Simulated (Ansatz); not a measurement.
## Fermi-surface data of Al (Fm-3m)

Data:

```yaml
crystal:
  lattice:
    - [0.00000, 2.02172, 2.02172]
    - [2.02172, 0.00000, 2.02172]
    - [2.02172, 2.02172, 0.00000]
  atoms:
    - { symbol: Al, position: [0.00000, 0.00000, 0.00000] }
```

All values below come from PBE, rigid bands (plane waves, PAW, scalar-relativistic; Ansatz, a first-principles code). Condition of this run: functional PBE, cell relaxed with it. Geometry: cell and atoms relaxed with PBE.

- density of states at the Fermi level: 0.409 states/(eV·cell), both spins
- bare Sommerfeld coefficient: 0.96 mJ/(mol of atoms·K²)
- Drude plasma energy: 12.5 eV
- root-mean-square Fermi velocity: 1.5e6 m/s
- resistivity times τ: 3.2 ×10⁻²² Ω·m·s

A metal at this level (no band gap); rigid bands, thermally averaged at 300 K, both spins. Spin-orbit coupling is left out. τ is one relaxation time for all states.
